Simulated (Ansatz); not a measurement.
Sn on the 1x1 (0001) surface of hcp Zr, one in a 2x2 cell, started at the site 'hollow Zr-Zr-Zr over Zr at depth 2.4 Å'

Method: PBE (plane waves to 420 eV, PAW; Ansatz, a quantum-chemistry and plane-wave program).

Set-up: 17 atoms, 7.6 Å thick at the start under the adsorbate (thin: gaps and levels are the slab's own); mesh 5x5x1; 0.1 eV smearing; dipole correction on; 8 atoms held, the rest relaxed; start symmetry kept, larger cells not searched; no spin, no spin-orbit, no U, no dispersion correction. At the end it is bonded to 3 Zr. In PBE it is, or lies within 0.03 eV of, the lowest of the starts that converged.

```json
{
  "adsorption_energy_against_an_atom_of_beta_tin": "-22.1 kcal/mol",
  "work_function_of_the_top_face": "4.57 eV",
  "change_of_the_work_function": "0.41 eV",
  "change_of_the_step_from_the_bottom_to_the_top_vacuum_level_against_the_clean_slab": "0.42 eV",
  "energy_released_by_relaxation": "0.33 eV",
  "height of the binding atom over the mean of the host atoms within 0.3 Å of the top one": "4.363 bohr",
  "nearest_host_atoms_of_the_binding_atom": "Zr at 2.97 Å, Zr at 2.97 Å, Zr at 2.97 Å",
  "largest_move_of_a_host_atom": "0.22 Å",
  "cost": "about 4 core-minutes (a rough figure)"
}
```

A negative adsorption energy means that the adsorbate is more stable on the surface than in its reference.
